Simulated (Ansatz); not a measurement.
We consider BaTiO₃ (R3m, No. 160, 5 atoms in the cell; start mp-5020), described by r²SCAN in Ansatz (plane waves, PAW).

Input:

Ansatz 0.2 input:
```yaml
crystal:
  lattice:
    - [2.8210572977, 1.6287381902, 2.3157554432]
    - [-2.8210572977, 1.6287381902, 2.3157554432]
    - [0.0, -3.2574763804, 2.3157554432]
  atoms:
    - { symbol: Ba, position: [0.0012592265, 0.0012592265, 0.0012592265] }
    - { symbol: Ti, position: [0.5146724895, 0.5146724895, 0.5146724895] }
    - { symbol: O, position: [0.4882336469, 0.9786909902, 0.4882336469] }
    - { symbol: O, position: [0.4882336469, 0.4882336469, 0.9786909902] }
    - { symbol: O, position: [0.9786909902, 0.4882336469, 0.4882336469] }
basis:
  ecutwfc: 560
  ecutrho_ratio: 4
  xc_grid: 3
kpoints:
  mp_grid: { grid: [8, 8, 8] }
hamiltonian:
  xc: r2scan
  dispersion: none
  pseudopotentials: { azcp: { folder: ./paw }, kind: paw }
scf:
  occupations: { method: fermi_dirac, width: 0.01 }
output:
  forces: true
  stress: true
  eigenvalues: true
relax:
  f_tol: 0.004
  escape_saddle: false
  max_steps: 80
  cell: { stress_tol: 0.02, fix: [volume] }
```

Output (set-up and result lines):

```
Relaxation: its limit of steps is 80 (relax.max_steps)
Crystal: 5 atoms, lattice volume = 63.842 Å³
Basis set: ecut = 560 eV, 1935 PW (Γ), exchange–correlation on 96×96×96 points (27 copies of the dense FFT grid, shifted against one another)
Bands: 25, of which v1, the nominal top of the filled ones, is band 20 counted from 1 (19 counted from 0)
Symmetry: 6 space group operations
Space group: R3m (ITA 160), of the structure as read, at distance tolerance 4.0e-5 Å
k-points: 65 of 512 (time reversal used)
Initial density: superposition of atomic densities (chi_scale 0.1, normalization cell, long waves kept (reshape's long-wave potential 0.00 eV rms))
Functional: x = r2scan, c = r2scan; τ floored in thin density (d = 2e-4 eV/Å³)
SCF iter   1: F=—  HF=-10183.739604 eV  |F-HF|=—  |Δ(HF+E_count)|=         —  Δρ=5.36e-2  dr2=2.10e0  dr2_τ=2.53e-1
SCF iter   2: F=—  HF=-10183.931315 eV  |F-HF|=—  |Δ(HF+E_count)|=   1.92e-1  Δρ=2.82e-2  dr2=4.28e-1  dr2_τ=3.50e-2
  ...
SCF 1 converged in 9 iterations: F = -10183.966163 eV  dr2 = 5.54e-10
Crystal: 5 atoms, lattice volume = 63.842 Å³
Initial density: handed on by an earlier stage of this run
  ...
Crystal: 5 atoms, lattice volume = 63.842 Å³
SCF 3 converged in 5 iterations: F = -10183.968719 eV  dr2 = 1.06e-7
Crystal: 5 atoms, lattice volume = 63.842 Å³
SCF 4 converged in 6 iterations: F = -10183.970571 eV  dr2 = 9.56e-9
Crystal: 5 atoms, lattice volume = 63.842 Å³
SCF 5 converged in 5 iterations: F = -10183.970895 eV  dr2 = 1.31e-7
Crystal: 5 atoms, lattice volume = 63.842 Å³
SCF 6 converged in 6 iterations: F = -10183.970957 eV  dr2 = 1.85e-10
Crystal: 5 atoms, lattice volume = 63.842 Å³
SCF iter   4: F=—  HF=-10183.970961 eV  |F-HF|=—  |Δ(HF+E_count)|=  3.64e-11  Δρ=1.52e-7  dr2=1.25e-11  dr2_τ=2.83e-12
SCF iter   5: F=-10183.970961 eV  HF=-10183.970961 eV  |F-HF|=0.00e0  |Δ(HF+E_count)|=  1.82e-12  Δρ=3.18e-8  dr2=4.19e-13  dr2_τ=4.48e-14
SCF 7 converged in 5 iterations: F = -10183.970961 eV  dr2 = 4.19e-13
SCF converged after 5 iterations
Free energy (F): -10183.970961 eV
Internal energy: -10183.970961 eV  (E = F + TS)
E sigma→0 (E₀):  -10183.970961 eV
Fermi energy:    11.340277 eV
--- Forces (eV/Å), atoms counted from 1 ---
  atom   1  Ba    -0.00000000    -0.00000000    -0.00133099
  atom   2  Ti     0.00000000    -0.00000000     0.00171110
  atom   3  O      0.00158909    -0.00091746     0.00006339
  atom   4  O      0.00000000     0.00183492     0.00006339
  atom   5  O     -0.00158909    -0.00091746     0.00006339
--- Stress (GPa, compression-positive) ---
        2.473319       0.000000       0.000000
        0.000000       2.473319      -0.000000
        0.000000       0.000000       2.459697
  P = ⅓ Tr σ = 2.4688 GPa (24.688 kbar)
```

The cell is one volume of an energy–volume scan, off the minimum.

The PAW data were made under PBE.

Note: the relaxation could not lower the start's symmetry, so the cell can be a saddle point above a distorted one.

A start named mp-… is a Materials Project structure, which need not be a measured phase.

Ansatz is a quantum-chemistry and plane-wave program.
